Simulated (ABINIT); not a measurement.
Band structure of BaF₂ (Fm-3m, 3 atoms in the cell).

```
CELL_PARAMETERS angstrom
      0.00000     3.10000     3.10000
      3.10000     0.00000     3.10000
      3.10000     3.10000     0.00000
ATOMIC_POSITIONS crystal
  Ba 0.00000 0.00000 0.00000
  F  0.25000 0.25000 0.25000
  F  0.75000 0.75000 0.75000
```

Level of theory: PBE, PAW (JTH v2.0 PBE PAW) (plane waves; ABINIT).

Settings: pseudos = [Ba.GGA_PBE-JTH.xml, F.GGA_PBE-JTH.xml]; ecut = 48 Ry; pawecutdg = 96 Ry; pawxcdev = 0; occopt = 3; tsmear = 0.01 eV; ngkpt = 6 6 6; nshiftk = 1; shiftk = 0 0 0; potentials = JTH v2.0 PBE PAW; kptopt = 1; nstep = 50; tolvrs1 = 1e-12.

The starting cell has typed, rounded lattice constants, without a prior relaxation at this level.

Predict the gap along the standard path and the places of the band edges.

The gap along the path is 6.77 eV, from a point between K and Γ to Γ; the smallest direct gap on it is 6.85 eV.

Levels in eV from the top of the valence band on the SCF mesh, bands 9 to 16:
```
point      9     10     11     12    13    14     15     16
-----  -----  -----  -----  -----  ----  ----  -----  -----
Γ      -1.48  -0.07  -0.07  -0.07  6.78  9.21   9.21  11.42
X      -0.34  -0.32  -0.32  -0.12  7.27  9.03  10.70  11.98
W      -0.34  -0.34  -0.29  -0.17  7.58  9.82   9.90   9.90
K      -0.52  -0.34  -0.18  -0.16  7.56  9.39   9.95  10.68
L      -0.65  -0.34  -0.16  -0.16  9.13  9.21   9.21   9.79
U      -0.52  -0.34  -0.18  -0.16  7.56  9.39   9.95  10.68
```
